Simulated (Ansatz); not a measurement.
Mo in the bcc (W type) structure (space group Im-3m, No. 229)

Mo has the cubic space group Im-3m (No. 229), the bcc (W type) structure, Pearson symbol cI2. Cell: a = 3.1509 Å, b = 3.1509 Å, c = 3.1509 Å, α = 90.00°, β = 90.00°, γ = 90.00°. Mo on 2a is surrounded by 8 Mo at 2.729 Å and 6 Mo at 3.151 Å. (Neighbours: up to the widest gap in distance over summed covalent radii, below 1.35, at either atom.)
(The calculation used a cell of 1 atom; values per cell refer to that cell.)

Level of theory: Kohn–Sham DFT with the r2SCAN functional, run in Ansatz (a quantum-chemistry and plane-wave program) with PAW and 500 eV plane waves, no spin-orbit coupling, earlier PAW set. k-mesh 21×21×21 (Γ-centred); smearing 0.05 eV (Fermi–Dirac).

- Volume per atom: 15.64 Å³
- Density: 10.19 g/cm³
- Band gap: zero
- Total energy: -4967.623 eV/atom (σ→0; compares only within this code and set-up)

No phonon test of stability was made. The final runs are not spin-polarised.
